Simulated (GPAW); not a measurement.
What each level gives and costs: VOF3 (C2, 10 atoms in the cell)

Cell: a = 5.5352 Å, b = 5.5352 Å, c = 4.8694 Å, α = 91.53°, β = 91.53°, γ = 63.02°.

Program: GPAW, GPAW PAW datasets LDA (gpaw-data 1.0.1); each row names its functional.

Base settings: mode = pw; ecut = 950 eV; xc = LDA; kpts = 3 3 3; mesh shift (steps) = 0 0 0; occupations.name = methfessel-paxton; occupations.width = 0.05 eV; occupations.order = 0; nbands = -6; convergence.forces = 0.001 eV/Å.

Differences are taken from r2SCAN (potentials: GPAW PAW datasets PBE (gpaw-data 1.0.1)), a reference of convenience: it is no measurement, and no ranking of the functionals follows. Where a row names another cutoff or potentials, its difference holds that change too.

Core times come from one kind of shared machine and are given to one figure; runs under 30 s give none.

The starting cell comes from a database of computed structures (which also holds hypothetical and non-ambient phases and stackings), without a prior relaxation at this level. Its lattice was rescaled by a random factor within 2.5 % of one.

```csv
level,gap on the mesh less reference (eV),largest difference in the force on any atom (eV/Å),core time / reference (rough)
LDA (Perdew-Wang 92),-0.309,0.714,0.3
PBEsol (potentials: GPAW PAW datasets PBEsol (made by gpaw-setup)),-0.281,0.187,0.3
BLYP (potentials: GPAW PAW datasets BLYP (made by gpaw-setup)),-0.280,0.367,0.4
vdW-DF2 (potentials: GPAW PAW datasets PBE (gpaw-data 1.0.1)),-0.331,1.352,0.3
vdW-DF-cx (potentials: GPAW PAW datasets PBE (gpaw-data 1.0.1)),-0.296,0.425,0.3
r2SCAN (potentials: GPAW PAW datasets PBE (gpaw-data 1.0.1)),0.000,0.000,1
```

Left out of this page: 3 runs of the series held back from this collection.
